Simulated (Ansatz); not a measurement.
The reference is LaB6 (space group Pm-3m, No. 221; a = 4.130 Å). Axes: x, y, z lie along the cube axes.

Level of theory: plane-wave PAW DFT at the PBEsol level (Ansatz, an electronic-structure program, 420 eV), without spin-orbit coupling.

Strains are applied to the cell and any free atomic positions relax; under biaxial strain the out-of-plane vector relaxes too; under stress the whole cell relaxes.

One change was made to it. Results:

| quantity | base | after |
|---|---|---|
| volume per atom | 10.06 Å³ | 9.85 Å³ |
| energy relative to the base (free energy F) | 0 meV/atom | +7.3 meV/atom |

Problem. Which of these changes matches the shifts?
A. uniaxial stress, 8 GPa tension along z
B. biaxial strain −1.86 %, plane normal [111], relaxed out of plane
C. biaxial strain +2.81 %, plane normal [001], relaxed out of plane
D. biaxial strain −0.96 %, plane normal [001], relaxed out of plane
E. isotropic strain −2.57 %

Solution. B, biaxial strain −1.86 %, plane normal [111], relaxed out of plane. For comparison, the energy relative to the base in the other runs: biaxial strain +2.81 %, plane normal [001], relaxed out of plane gives +24 meV/atom; biaxial strain −0.96 %, plane normal [001], relaxed out of plane gives +3.0 meV/atom; uniaxial stress, 8 GPa tension along z gives +4.3 meV/atom; isotropic strain −2.57 % gives +36 meV/atom.

Without a gap, meshes like the base's 11×11×11 leave anisotropic stresses uncertain by several tenths of a GPa, and small strain energies with them. Beyond what the load breaks, stability against distortions was not tested. All final runs are without spin polarisation. An odd electron count without spin: LaB6.
